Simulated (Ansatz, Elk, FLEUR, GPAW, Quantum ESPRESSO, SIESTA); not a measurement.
ZnFe₃C (Pm-3m, 5 atoms in the cell) computed with different codes at matched settings

Self-consistent single point, at a second geometry (lattice scaled by 0.98). First geometry:

```
ZnFe3C
1.0
    3.77289     0.00000     0.00000
    0.00000     3.77289     0.00000
    0.00000     0.00000     3.77289
Zn Fe C
1 3 1
Direct
  0.00000   0.00000   0.00000
  0.50000   0.00000   0.50000
  0.00000   0.50000   0.50000
  0.50000   0.50000   0.00000
  0.50000   0.50000   0.50000
```
Moments meant for the start (each program seeds them in its own way; μB, in the order of the atoms Zn Fe Fe Fe C): 0.0 4.0 4.0 4.0 0.0.

Shared settings, as Ansatz (an electronic-structure program) writes them: kpoints.mp_grid.grid = 7 7 7; scf.occupations.method = fermi_dirac; scf.occupations.width = 0.136 eV. Potentials and cutoffs stand in the table.

```json
[
 {"code": "Ansatz", "model": "PBEsol, PAW files made with PBE", "ΔF from the first geometry (meV/atom)": "-10.5", "size of the net moment (μB/atom)": "0.77", "cutoff": "default"},
 {"code": "FLEUR", "model": "PBEsol, all-electron FLAPW (FLEUR), scalar-relativistic valence", "ΔF from the first geometry (meV/atom)": "-6.7", "size of the net moment (μB/atom)": "0.77", "cutoff": "Kmax 4.7 1/bohr"},
 {"code": "GPAW", "model": "PBEsol, GPAW PAW datasets PBEsol (made by gpaw-setup)", "ΔF from the first geometry (meV/atom)": "4.8", "size of the net moment (μB/atom)": "0.77", "cutoff": "900 eV"},
 {"code": "Elk", "model": "PBEsol, all-electron FP-LAPW, Elk's shipped species files, APW+lo basis with extra local orbitals", "ΔF from the first geometry (meV/atom)": "–", "size of the net moment (μB/atom)": "0.76", "cutoff": "rgkmax 7.5"},
 {"code": "SIESTA", "model": "GGA PBEsol, numerical atomic orbitals DZP, PseudoDojo PBEsol standard norm-conserving potentials (rewritten from UPF to PSML)", "ΔF from the first geometry (meV/atom)": "-10.2", "size of the net moment (μB/atom)": "0.80", "cutoff": "grid 300 Ry"},
 {"code": "Quantum ESPRESSO", "model": "PBEsol, GBRV 1.5 ultrasoft (PBESOL) pseudopotentials", "ΔF from the first geometry (meV/atom)": "-8.3", "size of the net moment (μB/atom)": "0.80", "cutoff": "50 Ry"}
]
```

A dash marks a value that a program does not give, or that is left out as unsure.

On Ansatz's run: the magnetic order is the one reached from the typed start; others were not searched systematically.

The spread over the programs that give each value: ΔF from the first geometry within 15.3 meV/atom; size of the net moment within 0.04 μB/atom.

SIESTA uses small atom-centred bases, whose incompleteness enters pressures, forces and empty levels differently from a plane-wave cutoff. FLEUR and Elk treat all electrons, but the usual bases taken here (sphere radii, linearisation, local orbitals, empty states) were not tested for convergence, so the values are no reference for the others. 

The starting cell comes from a database of computed structures (which also holds hypothetical and non-ambient phases and stackings), without a prior relaxation at this level. For this run, on top of that: lattice scaled by 0.98.

Left out of this page: ABINIT (with a known weakness of the program).

Keys are those of Ansatz 0.2.
